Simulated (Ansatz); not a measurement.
# What pressure 30 GPa does to Ir

The parent structure is Ir in the fcc (Cu type) structure (space group Fm-3m, No. 225; a = 3.844 Å).

Perturbation: a hydrostatic pressure of 30 GPa.

All numbers come from r2SCAN in Ansatz (plane waves to 500 eV, PAW, no spin-orbit coupling). Γ-centred 21×21×21 mesh, Fermi–Dirac width 0.05 eV.

- Density: 24.03 g/cm³ (base 22.47 g/cm³)
- Lattice parameter a: 3.759 Å (base 3.844 Å)
- Enthalpy H = E + PV relative to the base's energy: +2.57 eV/atom
- Band gap: zero (base zero)

Final structure:

```yaml
crystal:
  lattice:
    - [0.00000, 1.87963, 1.87963]
    - [1.87963, 0.00000, 1.87963]
    - [1.87963, 1.87963, 0.00000]
  atoms:
    - { symbol: Ir, position: [0.00000, 0.00000, 0.00000] }
```

Load acts through the strain it causes; cell and atoms are relaxed under it. Whether these cells are dynamically stable was not tested. No other phases were tried under pressure. The final runs are not spin-polarised.

Ansatz is a program for electronic structure.
